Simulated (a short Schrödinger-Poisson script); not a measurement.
System: gated Al0.25Ga0.75As/GaAs modulation-doped gas, at 20 K.

```tsv
layer	material	thickness (nm)	Nd (cm⁻³)	Na (cm⁻³)
1	Al0.25Ga0.75As	15	-	-
2	Al0.25Ga0.75As	40	9.3e17	-
3	Al0.25Ga0.75As	10	-	-
4	GaAs	6000	-	3e14
```

The device is made up for the run: typed textbook-type constants, with dimensions and the other settings drawn at random. Al0.25Ga0.75As: permittivity 12.19, conduction-band edge (eV) 0.198, gap (eV) 1.736, electron mass (mₑ) 0.0878, Nv at 300 K (cm⁻³) 9e18. GaAs: permittivity 12.9, conduction-band edge (eV) 0, gap (eV) 1.424, Nv at 300 K (cm⁻³) 9e18.

Channel valleys (confinement mass, in-plane density-of-states mass, number): Γ 0.067, 0.067, 1. At the gate the conduction-band edge of layer 1 lies 0.95 eV − eVg above the Fermi level of the channel; the field vanishes at the back. Donor level 0.02 eV below the band edge. The barrier under the gate holds no holes. Gaps are held at their typed values at every temperature. Mesh 0.08 nm at interfaces.

Solved with a short Schrödinger-Poisson script written for these runs: 1D Poisson equation in equilibrium, electrons quantum, Hartree (BenDaniel-Duke, 40 states a valley, the channel's in-plane mass for all, wave functions free to enter the barrier), parabolic valleys, classical holes, donors ionised by Fermi statistics, acceptors fully, no traps, pinning or gate leakage.

The same stack at other levels of the model or other numerical settings:

```json
[
 {"run": "base", "sheet density of all electrons at Vg = 0.5 V (cm⁻²)": "4.85e11", "sheet density of all electrons at Vg = -0.5 V (cm⁻²)": "4.79e11", "capacitance at Vg = 0.5 V (μF/cm²)": "0.371", "centroid of the channel electrons at Vg = 0.5 V (nm)": "6.69", "rough cost against the base": "about 1"},
 {"run": "electrons treated as classical, Boltzmann", "sheet density of all electrons at Vg = 0.5 V (cm⁻²)": "6.95e11", "sheet density of all electrons at Vg = -0.5 V (cm⁻²)": "6.13e11", "capacitance at Vg = 0.5 V (μF/cm²)": "0.371", "centroid of the channel electrons at Vg = 0.5 V (nm)": "0.64", "rough cost against the base": "0.03"},
 {"run": "electrons treated as classical, Fermi-Dirac", "sheet density of all electrons at Vg = 0.5 V (cm⁻²)": "?", "sheet density of all electrons at Vg = -0.5 V (cm⁻²)": "5.18e11", "capacitance at Vg = 0.5 V (μF/cm²)": "0.371", "centroid of the channel electrons at Vg = 0.5 V (nm)": "4.70", "rough cost against the base": "0.1"},
 {"run": "electrons treated as quantum, Hartree plus LDA exchange-correlation", "sheet density of all electrons at Vg = 0.5 V (cm⁻²)": "?", "sheet density of all electrons at Vg = -0.5 V (cm⁻²)": "5.05e11", "capacitance at Vg = 0.5 V (μF/cm²)": "0.371", "centroid of the channel electrons at Vg = 0.5 V (nm)": "?", "rough cost against the base": "2"},
 {"run": "mesh six times as coarse", "sheet density of all electrons at Vg = 0.5 V (cm⁻²)": "4.85e11", "sheet density of all electrons at Vg = -0.5 V (cm⁻²)": "4.78e11", "capacitance at Vg = 0.5 V (μF/cm²)": "0.371", "centroid of the channel electrons at Vg = 0.5 V (nm)": "6.67", "rough cost against the base": "0.2"},
 {"run": "one subband a valley", "sheet density of all electrons at Vg = 0.5 V (cm⁻²)": "4.85e11", "sheet density of all electrons at Vg = -0.5 V (cm⁻²)": "4.79e11", "capacitance at Vg = 0.5 V (μF/cm²)": "0.371", "centroid of the channel electrons at Vg = 0.5 V (nm)": "6.66", "rough cost against the base": "0.2"}
]
```

What belongs in the gaps?


- electrons treated as classical, Fermi-Dirac, sheet density of all electrons at Vg = 0.5 V (cm⁻²): 5.26e11
- electrons treated as quantum, Hartree plus LDA exchange-correlation, centroid of the channel electrons at Vg = 0.5 V (nm): 6.34
- electrons treated as quantum, Hartree plus LDA exchange-correlation, sheet density of all electrons at Vg = 0.5 V (cm⁻²): 5.12e11

The classical rows ignore confinement, and Boltzmann statistics overrate the density once the band edge passes the Fermi level.
